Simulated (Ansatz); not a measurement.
Base system: PtSe$_{2}$ in the CdI2 type structure (space group P-3m1, No. 164; a = 3.772 Å, c = 4.821 Å; layered; relaxed with 0.1 eV smearing). Axes: x lies along a and z along c of the hexagonal cell.

The values are results of PBE-D3(BJ), PAW, 420 eV (Ansatz, an electronic-structure program; no spin-orbit coupling), not measurements.

For the base:

```
Property                         Value
-----------------------------  -------
Shortest interatomic distance  2.526 Å
```

One thing is altered: biaxial strain +3.00 %, plane normal [001], relaxed out of plane (Cartesian); in-plane vectors clamped, the third vector and the atoms free.

Q: What happens to the shortest interatomic distance and ratio −ε⊥/ε∥?

A: The shortest interatomic distance increases by 0.027 Å (2.526 Å → 2.553 Å); the ratio −ε⊥/ε∥ is 1.26.

Whether these cells are dynamically stable was not tested. All final runs are without spin polarisation.
